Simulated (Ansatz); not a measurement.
The parent structure is Mo in the bcc (W type) structure (space group Im-3m, No. 229; relaxed with 0.1 eV smearing).

```
Mo
1.0
   -1.57548     1.57548     1.57548
    1.57548    -1.57548     1.57548
    1.57548     1.57548    -1.57548
Mo
1
Direct
  0.00000   0.00000   0.00000
```

Cartesian axes are those of the cell as printed.

All numbers come from r2SCAN/PAW in Ansatz (a program for electronic structure), no SOC.

Base values:

| Item | Value |
|---|---|
| Shortest interatomic distance | 2.729 Å |
| Band gap | zero |

Modification: a pure shear with ε_xy = ε_yx = -0.0269, atoms relaxed at fixed cell.

What happens to the energy relative to the base?

The energy goes up by 15 meV/atom.

Predict the new stress.

The stress (xx, yy, zz, yz, xz, xy; compression positive) is (0.5, 0.5, 0.7, 0.0, 0.0, 5.7) GPa.

Estimate the effect on the shortest interatomic distance.

The shortest interatomic distance decreases by 0.049 Å to 2.680 Å.

How does this affect the band gap?

The band gap remains zero.

The cells carry an imposed strain or load. No phonon test of stability was made. The final runs are not spin-polarised.
